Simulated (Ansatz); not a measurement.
Band structure of the (001) slab of NaCl (cut from a parent of space group no. 225; 8 atoms in the cell).

```
NaCl
1.0
    3.86645     0.00000     0.00000
   -3.86645     3.86645     0.00000
    0.00000     0.00000    20.38220
Cl Na
4 4
Direct
  0.00000   0.50000   0.43146
  0.00000   0.00000   0.29437
  0.00000   0.50000   0.70562
  0.00000   0.00000   0.56854
  0.00000   0.00000   0.43146
  0.00000   0.50000   0.29437
  0.00000   0.00000   0.70562
  0.00000   0.50000   0.56854
```

Level of theory: PBE, PAW files (plane waves; Ansatz, an electronic-structure program).

Settings: basis.ecutwfc = 420 eV; kpoints.mp_grid.grid = 6 6 1; hamiltonian.xc = pbe; hamiltonian.pseudopotentials = {kind: paw} (the program's default PAW files); scf.occupations.method = fermi_dirac; scf.occupations.width = 0.1 eV; kpoints.band_path.path = [[0.5, 0.0, 0.0], [0.0, 0.0, 0.0], [0.0, 0.5, 0.0], [0.5, 0.0, 0.0]]; kpoints.band_path.npoints = 8.

The starting cell comes from a database of computed structures (which also holds hypothetical and non-ambient phases and stackings), without a prior relaxation at this level. The slab is cut from that crystal, and its faces are unrelaxed. Its lattice was rescaled in the plane by a random factor within 2.5 % of one. Spin polarisation is off, though cut faces can carry moments; a gap of a slab can lie between surface states.

Q: Predict the gap along the standard path and the places of the band edges.

A: The gap along the path is 5.06 eV, direct at Γ to within 0.01 eV.

Levels in eV from the top of the valence band on the path, bands 29 to 36:
```tsv
point	29	30	31	32	33	34	35	36
M	-0.68	-0.68	-0.42	-0.42	7.60	7.60	8.28	8.28
Γ	-0.16	-0.14	0.00	0.00	5.06	5.33	6.22	7.13
X	-0.23	-0.23	-0.21	-0.21	7.23	7.23	7.60	7.60
```

Keys are those of Ansatz 0.2.
